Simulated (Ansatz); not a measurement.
## K under a change: pressure 1.5 GPa

Start from K in the bcc (W type) structure (space group Im-3m, No. 229; a = 5.3442 Å).

Now apply this change: a hydrostatic pressure of 1.5 GPa.

All numbers come from Ansatz (an electronic-structure program), r2SCAN, PAW, cutoff 500 eV, spin-orbit coupling left out, earlier PAW set. k-mesh 12×12×12 (Γ-centred); smearing 0.05 eV (Fermi–Dirac).

The volume per atom decreases by 17.67 Å³ to 58.65 Å³ and the density goes up by 0.26 g/cm³, from 0.85 g/cm³ to 1.11 g/cm³. The lattice parameter a falls by 0.449 Å to 4.895 Å and the band gap remains zero.

Load acts through the strain it causes; cell and atoms are relaxed under it. Whether these cells are dynamically stable was not tested.
